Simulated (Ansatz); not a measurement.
Start from Zn in the hcp (Mg type) structure (space group P6_3/mmc, No. 194; relaxed with 0.1 eV smearing).

```xyz
2
Lattice="2.6129 0.0000 0.0000 -1.3065 2.2629 0.0000 0.0000 0.0000 4.7815" Properties=species:S:1:pos:R:3 pbc="T T T"
Zn     1.3065     0.7543     3.5861
Zn     0.0000     1.5086     1.1954
```

Cartesian axes are those of the cell as printed.

Calculations: PBEsol (Ansatz, a program for electronic structure; PAW; 420 eV plane waves; no spin-orbit coupling).

Perturbation: every lattice vector is stretched by 2.00 %, atoms relaxed at fixed cell.

Predict the stress tensor and what it implies for the stiffness.

Stress of the strained cell less that of the base (GPa, compression positive):
```
   -5.3     0.0     0.0
    0.0    -5.3     0.0
    0.0     0.0    -3.6
```

Then B = −ΔP/(ΔV/V₀) with ΔV/V₀ = 0.0612 gives secant stiffness values (nonlinear terms included at this strain): B (at held cell shape, above the free-shape value) ≈ 77 GPa.

As a check, the harmonic strain energy −½ V₀ Δσ:ε is 12 meV/atom; the computed energy rise is 14 meV/atom.

No phonon test of stability was made.
